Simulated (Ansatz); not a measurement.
Functionals compared on N on the 1x1 (111) surface of fcc Rh, one in a 2x2 cell, started at the site 'hollow Rh-Rh-Rh over Rh at depth 2.2 Å', in Ansatz (plane waves, PAW). The structure was relaxed with PBE; the other rows are single points on it, each with its references at the same level. Cutoff 420 eV (500 eV for r2SCAN).

Slab: 17 atoms, 6.5 Å thick at the start under the adsorbate (thin: gaps and levels are the slab's own); k 6x6x1, smearing 0.1 eV, dipole-corrected; 8 atoms held, the rest relaxed; start symmetry kept, larger cells not searched; no spin, no spin-orbit, no U, no dispersion correction. At the end it is bonded to 3 Rh. In PBE it is, or lies within 0.03 eV of, the lowest of the starts that converged. These notes are the PBE run's. Adsorption energies are against ½ N2(g). A negative adsorption energy means that the adsorbate is more stable on the surface than in its reference.

```tsv
functional	adsorption energy (eV)	work function of the top face (eV)	change of the work function (eV)	rough cost of the single point
PBE	-0.23	5.56	0.42	–
RPBE	?	?	?	about 80 core-seconds (a rough figure)
r2SCAN	-0.39	5.63	0.49	very roughly 2.8 core-minutes
```

Question: Fill in the missing entries.

Answer: 
- RPBE, adsorption energy (eV): 0.05
- RPBE, work function of the top face (eV): 5.40
- RPBE, change of the work function (eV): 0.43

Ansatz is an electronic-structure program.
